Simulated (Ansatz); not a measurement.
The cell is built on a prototype and need not be the phase stable at ambient conditions.

By r2SCAN, the system below comes out a metal.

Without scattering a metal conducts by its projected Fermi surface.

Consider the following.

```xyz
3
Lattice="3.2099 0.0000 0.0000 0.0000 5.3410 0.0000 0.0000 2.6705 1.5418" Properties=species:S:1:pos:R:3 pbc="T T T"
Ir     0.0000     0.0000     0.0000
B      1.6050     3.5606     0.0000
B      1.6050     1.7803     0.0000
```

Space group of this cell: P6/mmm. The cell was relaxed by PBE-D3(BJ); by r2SCAN its mean pressure is 4.0 GPa.

The current flows along the normal of the first two printed cell vectors. No spin-orbit coupling; the value is a mean over 0.1 eV about the Fermi level.

Give the ballistic conductance per area that r2SCAN (Ansatz, an electronic-structure program) yields.

0.80 × 10¹⁵ S/m² for both spins.
